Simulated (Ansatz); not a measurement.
**zinc-blende InP (1 1 1) on germanium (1 1 1) (film strained to the substrate, started from cuts of the bulks and a machine-learned relaxation; metallic at this level, with no gap by band count; slabs Ge8 and In4P4, which can lie off the formulas)**

A periodic stack without vacuum, zinc-blende InP (1 1 1) on germanium (1 1 1) (film strained to the substrate, started from cuts of the bulks and a machine-learned relaxation; metallic at this level, with no gap by band count; slabs Ge8 and In4P4, which can lie off the formulas): substrate slab Ge8, film In4P4, surface cells [[1, -1], [0, 1]] and [[0, 1], [-1, 0]], film strained by -3.4 and -3.4 %, outermost planes Ge/Ge and P/In as cut, which need not be the usual terminations and can put a slab off its formula.

The start was prepared with a machine-learned potential, and the result is one local minimum, with the in-plane cell held and forces under 0.04 eV/Å; the film can end far from its bulk form.

The numbers are results of PBE (plane waves to 420 eV, PAW; Ansatz, a program for electronic structure), not measurements. Spin–orbit coupling is left out; the runs are not spin-polarised; PBE gaps are too small against experiment. Its k-point mesh 7×7×1, Fermi–Dirac width 0.05 eV.

| Property | Result |
|---|---|
| interface area | 14.4 Å² |
| period | 27.46 Å |
| heights between the nearest atoms of the two slabs at the two interfaces | 1.07 and 2.03 Å |
| Ge–In contacts across the interfaces within 1.22 times the sum of covalent radii | 3, mean 3.11 Å |
| Ge–P contacts across the interfaces within 1.22 times the sum of covalent radii | 3, mean 2.58 Å |
| two interfaces | unlike, so that offsets are their mean |

```yaml
crystal:
  lattice:
    - [4.06762, -0.00170, -0.20801]
    - [-2.03457, 3.52787, 0.06066]
    - [-2.95286, 0.53278, 27.64296]
  atoms:
    - { symbol: Ge, position: [0.82151, 0.75803, 0.06037] }
    - { symbol: Ge, position: [0.45124, 0.09336, 0.02499] }
    - { symbol: Ge, position: [0.28104, 0.42012, 0.18232] }
    - { symbol: Ge, position: [0.91608, 0.75529, 0.15157] }
    - { symbol: Ge, position: [0.74584, 0.08070, 0.30496] }
    - { symbol: Ge, position: [0.37917, 0.41616, 0.27325] }
    - { symbol: Ge, position: [0.51698, 0.44955, 0.45150] }
    - { symbol: Ge, position: [0.81755, 0.09894, 0.39582] }
    - { symbol: In, position: [0.32241, 0.77976, 0.58519] }
    - { symbol: In, position: [0.79148, 0.44224, 0.71321] }
    - { symbol: In, position: [0.26283, 0.10399, 0.84115] }
    - { symbol: In, position: [0.04612, 0.43275, 0.95107] }
    - { symbol: P, position: [0.22512, 0.78009, 0.49052] }
    - { symbol: P, position: [0.69198, 0.44473, 0.61971] }
    - { symbol: P, position: [0.16087, 0.10718, 0.74757] }
    - { symbol: P, position: [0.63890, 0.76803, 0.88247] }
```
